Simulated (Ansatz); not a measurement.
The reference is Te (space group P3_121, No. 152; made of chains).

```yaml
crystal:
  lattice:
    - [4.62355, 0.00000, 0.00000]
    - [-2.31177, 4.00411, 0.00000]
    - [0.00000, 0.00000, 5.90437]
  atoms:
    - { symbol: Te, position: [0.25344, 0.00000, 0.33333] }
    - { symbol: Te, position: [0.00000, 0.25344, 0.66667] }
    - { symbol: Te, position: [0.74656, 0.74656, 0.00000] }
```

Cartesian axes are those of the cell as printed.

Computed with r2SCAN (Ansatz, a program for electronic structure), no SOC, earlier PAW set.

For the base:

- Band gap = 0.54 eV
- Electron mass = 0.088 mₑ along c, 0.11 mₑ across (at H)

One thing is altered: uniaxial strain ε_zz = −0.79 %, all other strain components held at zero, atoms relaxed at fixed cell.

### Question
What does the calculation give for the stress after the change?

### Answer
The stress (xx, yy, zz, yz, xz, xy; compression positive) is (0.13, 0.13, 0.48, 0.00, 0.00, 0.00) GPa.

### Question
Predict the new energy relative to the base.

### Answer
The energy increases by 0.4 meV/atom.

### Question
What happens to the band gap?

### Answer
The band gap goes up by 0.04 eV (0.54 eV → 0.58 eV).

### Question
Estimate the effect on the electron mass.

### Answer
The electron mass becomes 0.090 mₑ along z, 0.12 mₑ across (at H) (base: 0.088 mₑ along c, 0.11 mₑ across (at H)).

With Te present, leaving out spin-orbit coupling can change the band edges. Masses are band curvatures over ±0.01 Å⁻¹ around the edge. No phonon test of stability was made. No dispersion term is included, though the crystal is made of layers, chains or molecules, so its spacings can come out too wide.
